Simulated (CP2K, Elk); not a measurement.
An Elk input for a self-consistent single point of MgSb (R-3m, 2 atoms in the cell) (DFT, LDA (PW92), all-electron FP-LAPW, Elk's shipped species files, APW+lo basis with extra local orbitals):

```
tasks
  0

rgkmax
  8.0

gmaxvr
  16.0

nxlo
  2

lorbcnd
  .true.

lmaxi
  2

stype
  0

swidth
  0.00499791

maxscl
  100

scale
  8.498668497

avec
    0.4182839471    0.2414963494    0.8756243789
   -0.4182839471    0.2414963494    0.8756243789
    0.0000000000   -0.4829926989    0.8756243789

sppath
  'species/'

atoms
  2
  'Mg.in'
  1
  0.0000000000  0.0000000000  0.0000000000    0.0 0.0 0.0
  'Sb.in'
  1
  0.5000000000  0.5000000000  0.5000000000    0.0 0.0 0.0

ngridk
  12 12 12
```

Problem. Give the CP2K input for the same structure, mesh, smearing and functional.

Solution. This is the input that was run; spellings and numerical settings could be chosen otherwise.

```
&GLOBAL
  PROJECT run
  RUN_TYPE ENERGY_FORCE
  PRINT_LEVEL MEDIUM
&END GLOBAL
&FORCE_EVAL
  METHOD Quickstep
  STRESS_TENSOR ANALYTICAL
  &DFT
    BASIS_SET_FILE_NAME BASIS_MOLOPT
    POTENTIAL_FILE_NAME GTH_POTENTIALS
    &QS
      METHOD GPW
      EPS_DEFAULT 1E-10
    &END QS
    &MGRID
      CUTOFF 1000
      REL_CUTOFF 60
      NGRIDS 5
    &END MGRID
    &SCF
      SCF_GUESS ATOMIC
      EPS_SCF 1E-6
      MAX_SCF 100
      ADDED_MOS 4
      &DIAGONALIZATION
        ALGORITHM STANDARD
      &END DIAGONALIZATION
      &MIXING
        METHOD BROYDEN_MIXING
        ALPHA 0.3
        NBUFFER 8
        BETA 1
      &END MIXING
      &SMEAR ON
        METHOD GAUSSIAN
        SIGMA [eV] 0.136
      &END SMEAR
    &END SCF
    &KPOINTS
      SCHEME MACDONALD 12 12 12 0.04166666667 0.04166666667 0.04166666667
    &END KPOINTS
    &XC
      &XC_FUNCTIONAL PADE
      &END XC_FUNCTIONAL
    &END XC
    &PRINT
      &MO
        EIGENVALUES T
        OCCUPATION_NUMBERS T
        NDIGITS 8
        FILENAME mo
        &EACH
          QS_SCF 0
        &END EACH
        ADD_LAST NUMERIC
      &END MO
      &MULLIKEN ON
      &END MULLIKEN
    &END PRINT
  &END DFT
  &SUBSYS
    &CELL
      ABC 4.49730200 4.49730196 4.49730201
      ALPHA_BETA_GAMMA 49.45258966 49.45258565 49.45258510
      PERIODIC XYZ
    &END CELL
    &COORD
      SCALED
      Mg       0.00000000     0.00000000     0.00000000
      Sb       0.50000000     0.50000000     0.50000000
    &END COORD
    &KIND Mg
      BASIS_SET DZVP-MOLOPT-SR-GTH-q10
      POTENTIAL GTH-PADE-q10
    &END KIND
    &KIND Sb
      BASIS_SET DZVP-MOLOPT-SR-GTH-q5
      POTENTIAL GTH-PADE-q5
    &END KIND
  &END SUBSYS
  &PRINT
    &FORCES ON
    &END FORCES
    &STRESS_TENSOR ON
    &END STRESS_TENSOR
  &END PRINT
&END FORCE_EVAL
```

Basis, cutoffs, solver keys and any potentials are the target program's own. This input uses DFT LDA (Pade form), GPW, DZVP-MOLOPT-SR-GTH basis, GTH-PADE potentials (GTH_POTENTIALS). LDA parametrisations can differ slightly between programs.

The starting cell comes from a database of computed structures (which also holds hypothetical and non-ambient phases and stackings), without a prior relaxation at this level. For this run, on top of that: lattice scaled by 0.98.
